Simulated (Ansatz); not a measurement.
**Hf2Cu (space group I4/mmm, No. 139)**

```xyz
3
Lattice="-1.5694 1.5694 5.5034 1.5694 -1.5694 5.5034 1.5694 1.5694 -5.5034" Properties=species:S:1:pos:R:3 pbc="T T T"
Hf     0.0000     0.0000     3.7890
Hf     0.0000     0.0000     7.2179
Cu     0.0000     0.0000     0.0000
```

Computed with PBEsol (Ansatz, a first-principles code; PAW; 420 eV plane waves; no spin-orbit coupling). k-mesh 21×21×21 (Γ-centred); smearing 0.05 eV (Fermi–Dirac).

| Quantity | Value |
|---|---|
| Volume per atom | 18.07 Å³ |
| Density | 12.88 g/cm³ |
| Band gap | zero |
| Total energy | -12595.099 eV/atom (σ→0; compares only within this code and set-up) |

Stability against distortions was not tested. All final runs are without spin polarisation.
